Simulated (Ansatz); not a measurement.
Consider Ta-vacancy pair (Ta on one host Cu site, one Cu site vacant) in fcc Cu, neutral cell. These are PBE, PAW (plane waves to 420 eV; Ansatz, a first-principles code) values and carry that method's errors.

Cell of 32 host sites held at the relaxed PBE lattice; a 3×3×3 k-point mesh shifted by half a step; Fermi-Dirac width 0.10 eV, spin-restricted; finite-size errors left in. No zero-point or tunnelling terms. Spin-orbit coupling is left out. Forms of the defect that were not tried may lie lower. The start lies 0.032 eV above the lowest site run (PBE).

Barriers: single points on a 5×5×5 k-point mesh shifted by half a step at the bands' geometries.

The step: a nearby Cu atom hops onto the vacant site (Ta-vacancy distance between ideal sites 5.13 → 4.45 Å). Atoms about the jump, Cartesian Å from the middle of the jump, before and after:

```tsv
atom	x0	y0	z0	x1	y1	z1
Cu1	-0.90	0.00	-0.89	0.90	0.00	0.89
Cu2	-0.90	-1.78	0.90	-0.91	-1.78	0.88
Cu3	-0.90	1.78	0.90	-0.91	1.78	0.87
Cu4	0.91	-1.75	-0.85	0.89	-1.76	-0.89
Cu5	0.91	1.75	-0.86	0.89	1.76	-0.89
Cu6	-2.72	0.00	0.90	-2.70	0.00	0.88
Cu7	-0.90	0.00	2.69	-0.91	0.00	2.70
Cu8	0.91	0.00	-2.73	0.90	0.00	-2.72
Cu9	2.73	0.00	-0.88	2.74	0.00	-0.91
Cu10	0.91	-1.75	2.66	0.91	-1.79	2.68
Cu11	0.91	1.75	2.66	0.91	1.78	2.68
Cu12	-2.72	1.80	-0.90	-2.69	1.78	-0.91
Cu13	-2.72	-1.80	-0.90	-2.69	-1.78	-0.91
Cu14	-0.93	-1.78	-2.73	-0.93	-1.76	-2.71
Cu15	-0.93	1.78	-2.73	-0.93	1.76	-2.71
Cu16	2.73	1.78	0.90	2.74	1.80	0.89
Cu17	2.73	-1.78	0.90	2.74	-1.80	0.89
Cu18	-2.72	0.00	-2.73	-2.71	0.00	-2.72
Cu19	2.73	0.00	2.69	2.74	0.00	2.69
Cu20	-0.93	-3.63	-0.88	-0.94	-3.63	-0.88
Cu21	0.91	-3.63	0.90	0.91	-3.63	0.88
Ta22	0.91	-3.63	-2.73	0.89	-3.63	-2.71
```

**Question.** Where do these atoms stand at the saddle point, and how high is it?

**Answer.** 
```json
[
 {"atom": "Cu1", "x": "-0.03", "y": "-0.01", "z": "0.04"},
 {"atom": "Cu2", "x": "-0.96", "y": "-1.96", "z": "0.93"},
 {"atom": "Cu3", "x": "-0.96", "y": "1.95", "z": "0.93"},
 {"atom": "Cu4", "x": "0.98", "y": "-1.92", "z": "-0.89"},
 {"atom": "Cu5", "x": "0.97", "y": "1.91", "z": "-0.89"},
 {"atom": "Cu6", "x": "-2.64", "y": "-0.01", "z": "0.86"},
 {"atom": "Cu7", "x": "-0.89", "y": "-0.01", "z": "2.65"},
 {"atom": "Cu8", "x": "0.90", "y": "-0.01", "z": "-2.66"},
 {"atom": "Cu9", "x": "2.68", "y": "-0.01", "z": "-0.86"},
 {"atom": "Cu10", "x": "0.91", "y": "-1.72", "z": "2.64"},
 {"atom": "Cu11", "x": "0.91", "y": "1.70", "z": "2.64"},
 {"atom": "Cu12", "x": "-2.69", "y": "1.75", "z": "-0.91"},
 {"atom": "Cu13", "x": "-2.69", "y": "-1.77", "z": "-0.91"},
 {"atom": "Cu14", "x": "-0.91", "y": "-1.75", "z": "-2.70"},
 {"atom": "Cu15", "x": "-0.91", "y": "1.73", "z": "-2.71"},
 {"atom": "Cu16", "x": "2.75", "y": "1.76", "z": "0.90"},
 {"atom": "Cu17", "x": "2.75", "y": "-1.77", "z": "0.90"},
 {"atom": "Cu18", "x": "-2.70", "y": "-0.01", "z": "-2.70"},
 {"atom": "Cu19", "x": "2.75", "y": "-0.01", "z": "2.69"},
 {"atom": "Cu20", "x": "-0.93", "y": "-3.64", "z": "-0.93"},
 {"atom": "Cu21", "x": "0.96", "y": "-3.64", "z": "0.96"},
 {"atom": "Ta22", "x": "0.91", "y": "-3.64", "z": "-2.81"}
]
```
It lies 0.82 eV above the start and 0.85 eV above the end. The saddle point's order was not checked, and it lies on a symmetry element of the cell, where a band can be held.
